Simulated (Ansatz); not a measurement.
Given:

```
CELL_PARAMETERS angstrom
      5.11109     0.00000     0.00000
      0.00000     4.85692     0.00000
      0.00000     0.00000     4.78615
ATOMIC_POSITIONS crystal
  Hf 0.03368 0.27008 0.23164
  Hf 0.96632 0.72992 0.73164
  Hf 0.53368 0.72992 0.23164
  Hf 0.46632 0.27008 0.73164
  O  0.39264 0.09948 0.14425
  O  0.60736 0.90052 0.64425
  O  0.89264 0.90052 0.14425
  O  0.10736 0.09948 0.64425
  O  0.24736 0.55291 0.98011
  O  0.75264 0.44709 0.48011
  O  0.74736 0.44709 0.98011
  O  0.25264 0.55291 0.48011
```

No spin polarisation.

The values are results of Kohn–Sham DFT with the r2SCAN functional, run in Ansatz (a program for electronic structure) with PAW and 500 eV plane waves, no SOC, not measurements. Settings: 5×5×5 k-points, 0.05 eV Fermi–Dirac smearing.

Predict the band gap and electron mass.

Band gap: 5.24 eV
Electron mass: 1.9 mₑ along a, 1.2 mₑ along b, 0.66 mₑ along c (at Y)

With Hf present, leaving out spin-orbit coupling can change the band edges. Load acts through the strain it causes; cell and atoms are relaxed under it. Effective masses come from finite differences of ±0.01 Å⁻¹. Stability against distortions was not tested. No other phases were tried under pressure. The cell was made from HfO₂ (space group Pca2_1, No. 29) by this change: pressure 30 GPa. This is not the structure that HfO2 has at room temperature and ambient pressure.
